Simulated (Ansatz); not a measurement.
GaAs (model structure, within 0.1 Å of P6₄22, No. 181, 6 atoms in the cell) was calculated with HSE06 (PAW; Ansatz, a first-principles code).

Settings: plane-wave cutoff 460 eV, 9×9×4 k mesh (along the axes of the cell as run), Fermi–Dirac smearing 0.05 eV, scalar-relativistic PAW data made under PBE.

Cell (relaxed with PBEsol):

```
GaAs
1.0
    4.01776     0.00000     0.00000
   -2.00888     3.47948     0.00000
    0.00000     0.00000     8.78725
Ga As
3 3
Direct
  0.00000   0.49957   0.66667
  0.50043   0.50043   0.00000
  0.49957   0.00000   0.33333
  0.00000   0.49976   0.16667
  0.50024   0.50024   0.50000
  0.49976   0.00000   0.83333
```

Question: Estimate the band gap that the calculation returns.

Answer: 
- band gap = 0.02 eV (under three smearing widths, so not firm)

Note: PBE has no gap here, and a hybrid on a coarse mesh can open a false one; cell and atoms aren't relaxed at this level (pressure 0.9 GPa).

Spin–orbit coupling is not included; it can close the smallest gap of 0.02 eV.

Static lattice: no zero-point or thermal effects.

A model structure was made by putting elements into a prototype or built by hand; it is no filed structure, need not be a known phase, and can be a saddle point held by its symmetry.
